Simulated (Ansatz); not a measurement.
Functionals compared on a constructed model of the (100) surface of fcc Rh, a pseudomorphic layer of Mg in the host's stacking (bottom of the slab: a bare face, its two planes held), in Ansatz (plane waves, PAW). The structure was relaxed with PBE; the other rows are single points on it. Cutoff 420 eV (500 eV for r2SCAN).

Model: 7-atom slab, 11.8 Å thick at the start, 14x14x1 mesh, Fermi-Dirac 0.1 eV, dipole correction, 2 atoms held, the rest relaxed; start symmetry kept, larger cells not searched; no spin, no spin-orbit, no U. It is one candidate, not shown to be the stable structure of the face. These notes are the PBE run's.

```
functional  work function of the top face (eV)          rough cost of the single point
----------  ----------------------------------  --------------------------------------
PBE                                       3.89                                       –
RPBE                                      3.82            very roughly 40 core-seconds
r2SCAN                                    3.97  about 60 core-seconds (a rough figure)
```

Ansatz is a quantum-chemistry and plane-wave program.
